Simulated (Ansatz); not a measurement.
Band structure of InSb (F-43m, 2 atoms in the cell).

```
CELL_PARAMETERS angstrom
      0.00000     3.31661     3.31661
      3.31661     0.00000     3.31661
      3.31661     3.31661     0.00000
ATOMIC_POSITIONS crystal
  In 0.00000 0.00000 0.00000
  Sb 0.25000 0.25000 0.25000
```

Computed with PBEsol, PAW files made with PBE (plane waves; Ansatz, an electronic-structure program).

Settings: kpoints.mp_grid.grid = 6 6 6; hamiltonian.xc = pbesol; hamiltonian.pseudopotentials = {kind: paw} (the program's default PAW files); scf.occupations.method = fermi_dirac; scf.occupations.width = 0.1 eV; kpoints.band_path.npoints = 8.

The starting cell comes from a database of computed structures (which also holds hypothetical and non-ambient phases and stackings), without a prior relaxation at this level. Spin-orbit coupling is off. The run gives no clean gap (levels at the Fermi energy touch, overlap or are partly filled at this smearing), which alone does not show that the compound is a metal.

Levels in eV from the Fermi level, bands 11 to 17:
| point | 11 | 12 | 13 | 14 | 15 | 16 | 17 |
|---|---|---|---|---|---|---|---|
| Γ | -10.41 | -0.74 | -0.08 | -0.08 | -0.08 | 2.86 | 2.86 |
| X | -8.68 | -5.73 | -2.13 | -2.13 | 1.22 | 1.30 | 7.64 |
| W | -8.66 | -5.64 | -2.68 | -2.55 | 3.15 | 3.82 | 3.95 |
| K | -8.72 | -5.61 | -2.92 | -1.82 | 1.50 | 3.46 | 5.88 |
| L | -9.21 | -5.42 | -0.99 | -0.99 | 0.27 | 3.69 | 3.69 |
| U | -8.72 | -5.61 | -2.92 | -1.82 | 1.50 | 3.46 | 5.88 |

Bands cross the Fermi level along this path, so the cell is metallic at this level.

Keys are those of Ansatz 0.2.
